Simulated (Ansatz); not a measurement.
**BN: pressure series**

Consider BN in the zinc blende structure (space group F-43m, No. 216).

```yaml
crystal:
  lattice:
    - [0.00000, 1.81205, 1.81205]
    - [1.81205, 0.00000, 1.81205]
    - [1.81205, 1.81205, 0.00000]
  atoms:
    - { symbol: N, position: [0.75000, 0.75000, 0.75000] }
    - { symbol: B, position: [0.00000, 0.00000, 0.00000] }
```

Cell and atoms are relaxed at each pressure.

The values are results of PBE in Ansatz (plane waves to 420 eV, PAW, spin-orbit coupling left out), earlier PAW set, not measurements.

```csv
case,band gap,electron mass,volume per atom,smallest direct gap,width of the top valence band
base,4.46 eV,"0.91 mₑ along k, 0.30 mₑ across (at X)",5.95 Å³,8.79 eV,6.45 eV
pressure −2 GPa,4.45 eV,"0.92 mₑ along k, 0.30 mₑ across (at X)",5.98 Å³,8.76 eV,6.41 eV
pressure −1 GPa,4.46 eV,"0.92 mₑ along k, 0.30 mₑ across (at X)",5.97 Å³,8.78 eV,6.43 eV
pressure 1.8 GPa,4.46 eV,"0.91 mₑ along k, 0.30 mₑ across (at X)",[?],[?],[?]
pressure 4.2 GPa,4.47 eV,"0.91 mₑ along k, 0.30 mₑ across (at X)",5.88 Å³,8.84 eV,6.53 eV
pressure 9 GPa,4.48 eV,"0.90 mₑ along k, 0.30 mₑ across (at X)",5.81 Å³,8.90 eV,6.61 eV
pressure 18 GPa,4.50 eV,"0.90 mₑ along k, 0.30 mₑ across (at X)",5.69 Å³,9.00 eV,6.77 eV
pressure 30 GPa,4.53 eV,"0.89 mₑ along k, 0.30 mₑ across (at X)",5.54 Å³,9.13 eV,6.96 eV
pressure 45 GPa,4.56 eV,"0.87 mₑ along k, 0.29 mₑ across (at X)",5.38 Å³,9.27 eV,7.19 eV
pressure 60 GPa,4.59 eV,"0.87 mₑ along k, 0.29 mₑ across (at X)",5.24 Å³,9.40 eV,7.40 eV
```

Question: Some entries are withheld; estimate them.

Answer: 
- pressure 1.8 GPa, volume per atom: 5.92 Å³
- pressure 1.8 GPa, smallest direct gap: 8.81 eV
- pressure 1.8 GPa, width of the top valence band: 6.48 eV

Load acts through the strain it causes; cell and atoms are relaxed under it. Effective masses come from finite differences of ±0.01 Å⁻¹. Along k means along the line from Γ to the band edge. No phonon test of stability was made. Competing high-pressure phases were not computed.

Ansatz is a first-principles code.
